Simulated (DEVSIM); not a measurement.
System: Au/Al2O3/n-Si capacitor, at 300 K.

```
layer (left to right)  material  thickness (nm)  Nd (cm⁻³)
---------------------  --------  --------------  ---------
1                         Al2O3            11.0          -
2                            Si             410       2e18
```

Metal gate on the left, work function 5.1 eV. Fixed charge at the semiconductor interface -2.3e11 cm⁻² (in units of +e); no interface traps.

This is a model device: material constants are rounded textbook-type values typed into the input, and sizes, dopings and lifetimes were drawn at random. Values at 300 K.

```
parameter      Al2O3       Si
-------------  -----  -------
gap (eV)         6.8    1.124
affinity (eV)   1.35     4.05
permittivity       9     11.7
Nc (cm⁻³)          -  2.86e19
Nv (cm⁻³)          -   3.1e19
```

DEVSIM, 1D Poisson equation in equilibrium, Boltzmann statistics, complete ionisation; no quantum confinement or tunnelling. Metal contacts follow the ideal Schottky-Mott rule: no Fermi-level pinning, no interface dipoles.

The substrate doping was swept, all else fixed.

```tsv
substrate doping (cm^-3)	minimum of the low-frequency capacitance (μF/cm²)	flat-band voltage (V)
1e17	?	0.95
2e17	0.130	0.97
4e17	0.165	0.99
1e18	0.228	1.01
2e18	0.280	1.03
4e18	0.336	1.05
```

Complete the blanks.


- 1e17, minimum of the low-frequency capacitance (μF/cm²): 0.0964
